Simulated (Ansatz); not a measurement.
The starting structures come from a database of crystals and need not be the phases stable at ambient conditions.

 Where the default PAW files enter, the runs use the earlier of Ansatz's two default sets.

By PBEsol, the system below comes out a metal.

Without scattering a metal conducts by its projected Fermi surface.

```
Pt2Ge
1.0
    7.61707     0.00000     0.00000
   -1.33940     7.49839     0.00000
    1.64609     1.96618     2.44191
Ge Pt
3 6
Direct
  0.33333   0.66667   0.00000
  0.66667   0.33333   0.00000
  0.00000   0.00000   0.50000
  0.37819   0.00000   0.12180
  0.62180   0.62180   0.25639
  0.00000   0.37819   0.12180
  0.00000   0.71692   0.28308
  0.71692   0.00000   0.28308
  0.28307   0.28308   0.43385
```

Space group of this cell: P-62m. The cell is taken as given; by PBEsol its mean pressure is -3.5 GPa.

The current flows along the normal of the first two printed cell vectors, the (111) plane of the conventional cell. No spin-orbit coupling; the value is a mean over 0.1 eV about the Fermi level.

Give the ballistic conductance per area that PBEsol run with Ansatz (an electronic-structure program) yields.

0.38 × 10¹⁵ S/m² for both spins.
